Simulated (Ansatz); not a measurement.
## MoTe2: stress against strain

MoTe2 (2H layered, P6_3/mmc, 24.170 Å³/atom and stress up to 0.01 GPa in the relaxed cell, c along z) under an equal strain ε in the (0001) plane with the normal axis free, as in a coherent film. PBE-D3(BJ) in Ansatz, a plane-wave DFT program (PAW, default set), 420 eV, 11×11×3 Γ-centred mesh, Fermi-Dirac smearing 0.05 eV; ions are relaxed, or left where forces stay under 0.02 eV/Å, within the symmetry of each cell. Stress is positive for a compressed cell.

Here s stands for strain and y for stress xx.

| strain (%) | stress xx (GPa) |
|---|---|
| -3.00 | ? |
| -1.20 | 1.98 |
| -0.60 | 0.96 |
| 0.00 | 0.00 |
| 0.60 | -0.92 |
| 1.20 | -1.81 |

**Question.** Fit y against s with a straight line, and predict the withheld value at s = -3.00.

**Answer.** Means: s 0, y 0.042. About the means, the sum of products is -5.6760 and the sum of squares of s is 3.6000; the slope is their ratio. Least squares gives y = 0.042 - 1.5767·s. Residuals (row less fit): 0.046, -0.028, -0.042, -0.016, 0.040; standard error 0.047 (degrees of freedom: 3). The slope gives the biaxial elastic modulus of this plane = 158 ± 2 GPa (± standard error of the fit, which holds the terms cut off). At the withheld row, y = 0.042 - 1.5767 × (-3.0) = 4.772 GPa. The calculation gives 5.32 GPa, 0.548 GPa above the prediction (7.7 % of the range of y in the table). The row lies outside the fitted rows, so this is an extrapolation. From the scatter of the fitted rows alone, a prediction at this place has a standard error of 0.090 GPa, so the miss is 6.1 times that.

A polynomial of degree 2 through the 10 other runs of the series gives 5.27 there, so most of the miss is curvature that the fit leaves out. Spin-orbit coupling is left out, which can shift these values for the heavy elements here. Rows are the converged runs of the series near zero and its far end; series whose fitted rows scatter by over a few per cent of the range, as at a crossing or softening among them, aren't shown in this form, nor equations of state whose B0' disagrees with the runs' pressures. Most that stay on the fit to the last digits aren't either.
